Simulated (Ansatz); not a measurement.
ZnS: pressure series

The reference is ZnS in the wurtzite structure (space group P6_3mc, No. 186).

```yaml
crystal:
  lattice:
    - [3.84514, 0.00000, 0.00000]
    - [-1.92257, 3.32999, 0.00000]
    - [0.00000, 0.00000, 6.30573]
  atoms:
    - { symbol: Zn, position: [0.66667, 0.33333, 0.99985] }
    - { symbol: Zn, position: [0.33333, 0.66667, 0.49985] }
    - { symbol: S, position: [0.66667, 0.33333, 0.62535] }
    - { symbol: S, position: [0.33333, 0.66667, 0.12535] }
```

Cell and atoms are relaxed at each pressure.

Calculations: plane-wave PAW DFT at the PBE level (Ansatz, a first-principles code, 420 eV), no spin-orbit coupling, earlier PAW set.

```csv
pressure (GPa),volume per atom (Å³/atom)
-2,20.816
-1,20.486
0,20.185
4.2,19.126
9,18.200
18,16.920
30,15.715
45,?
60,13.781
```

### Question
Fit the third-order Birch–Murnaghan form P(V) = (3B₀/2)[(V₀/V)^(7/3) − (V₀/V)^(5/3)]·[1 + (3/4)(B₀′ − 4)((V₀/V)^(2/3) − 1)] (squares taken in P) to the rows shown and predict the withheld row.

### Answer
Least squares on the printed values gives V₀ = 20.182 Å³/atom, B₀ = 70.9 GPa, B₀′ = 4.1; this predicts 14.607 Å³/atom, and the run gives 14.625 Å³/atom, 0.018 higher.

Load acts through the strain it causes; cell and atoms are relaxed under it. No phonon test of stability was made. Tetrahedral semiconductors of this kind turn to denser phases somewhere between about 1 and 50 GPa; those were not computed, so compressed cells here can lie past the real transition.
